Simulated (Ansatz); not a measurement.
An armchair WS2 nanoribbon, N = 6, bare edges, relaxed period 5.457 Å, atoms relaxed at each strain.

```tsv
strain	energy (meV a period)	axial force (nN)
-0.015	+36.6	-1.46
+0.015	+36.5	+1.40
```

Method: PBE (plane waves to 420 eV, PAW; Ansatz, an electronic-structure program). Mesh 1×1×6. No spin polarisation, so a magnetic state wasn't tested. Periodic along z alone, with about 11 Å of vacuum beside it. An idealised model, cut from the flat sheet. Only distortions within the start's symmetry and period were free. Values not marked SOC lack spin–orbit coupling. Buckling under compression is shut out by symmetry and the short period. Energies are free energies at a Fermi–Dirac width of 0.02 eV, from the unstrained cell.

Work out the axial stiffness dF/dε in two ways.

From the forces: (+1.40 − (-1.46))/0.030 = 95.3 nN. From the energies: (E₊ + E₋)/(ε² c) = 0.0731 eV/(0.015² × 5.457 Å) = 59.54 eV/Å = 95.4 nN. The two agree to within 1 %.
